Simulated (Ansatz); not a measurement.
Take BN (space group P6_3/mmc, No. 194; a = 2.506 Å, c = 6.615 Å; layered, stacked along the Cartesian z axis) as the base.

Computed with DFT with PBE-D3(BJ), PAW potentials and a 420 eV plane-wave cutoff in Ansatz (a quantum-chemistry and plane-wave program), no spin-orbit coupling.

For the base:

Smallest direct gap: 4.64 eV
Band gap: 4.24 eV

The change: every lattice vector is shortened by 1.20 %, atoms relaxed at fixed cell.

### Question
What does the calculation give for the smallest direct gap after the change?

### Answer
The smallest direct gap grows by 0.09 eV, from 4.64 eV to 4.73 eV.

### Question
What happens to the band gap?

### Answer
The band gap grows by 0.02 eV, from 4.24 eV to 4.26 eV.

The cells carry an imposed strain or load. Whether these cells are dynamically stable was not tested.
